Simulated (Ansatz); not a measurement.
The parent structure is Mo in the bcc (W type) structure (space group Im-3m, No. 229; a = 3.130 Å; relaxed with 0.1 eV smearing). Axes: x, y, z lie along the cube axes.

Calculations: plane-wave PAW DFT at the PBEsol level (Ansatz, a first-principles code, 420 eV), scalar-relativistic without spin-orbit coupling.

Strains are applied to the cell and any free atomic positions relax; under biaxial strain the out-of-plane vector relaxes too.

One change was made to it. Results:

```csv
quantity,base,after
"pressure (mean of the normal stresses, compression positive)",0.0 GPa,-9.7 GPa
energy relative to the base (free energy F),0 meV/atom,+44 meV/atom
```

### Question
Which change produced these results?
A) biaxial strain +2.50 %, plane normal [001], relaxed out of plane
B) biaxial strain +2.00 %, plane normal [001], relaxed out of plane
C) biaxial strain +3.00 %, plane normal [001], relaxed out of plane

### Answer
C, biaxial strain +3.00 %, plane normal [001], relaxed out of plane. For comparison, the energy relative to the base in the other runs: biaxial strain +2.00 %, plane normal [001], relaxed out of plane gives +20 meV/atom; biaxial strain +2.50 %, plane normal [001], relaxed out of plane gives +31 meV/atom.

Stability against distortions was not tested. All final runs are without spin polarisation.
